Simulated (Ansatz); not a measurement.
We consider HgTe (P3₂21, No. 154, 6 atoms in the cell; start mp-1071269; a measured phase of this formula has another space group), described by r²SCAN0 in Ansatz (plane waves, PAW).

Run with plane-wave cutoff 520 eV, 6×6×2 k mesh (along the axes of the cell as run), Fermi–Dirac smearing 0.01 eV, scalar-relativistic PAW data made under PBE.

Cell (relaxed with PBEsol):

```
HgTe
1.0
    4.51281     0.00000     0.00000
   -2.25640     3.90821     0.00000
    0.00000     0.00000    10.15607
Hg Te
3 3
Cartesian
  1.45262   2.51601   0.00000
  1.60757   0.00000   6.77071
 -0.80379   1.39220   3.38536
  1.22115   2.11509   5.07804
  2.07051   0.00000   1.69268
 -1.03525   1.79311   8.46339
```

Predict the band gap and smallest direct gap on the k points sampled.


- band gap = 1.51 eV (on the SCF k mesh)
- smallest direct gap on the k points sampled = 1.77 eV

Note: cell and atoms aren't relaxed at this level (largest force component 0.29 eV/Å, pressure 1.1 GPa).

Spin–orbit coupling is not included; with these elements it can move the gap by several tenths of an eV or more.

The computed numbers hold no vibrational or temperature effects.

Cost on a shared machine: about 5 core-minutes (a rough figure).

A start named mp-… is a Materials Project structure, which need not be a measured phase.

Ansatz is an electronic-structure program.
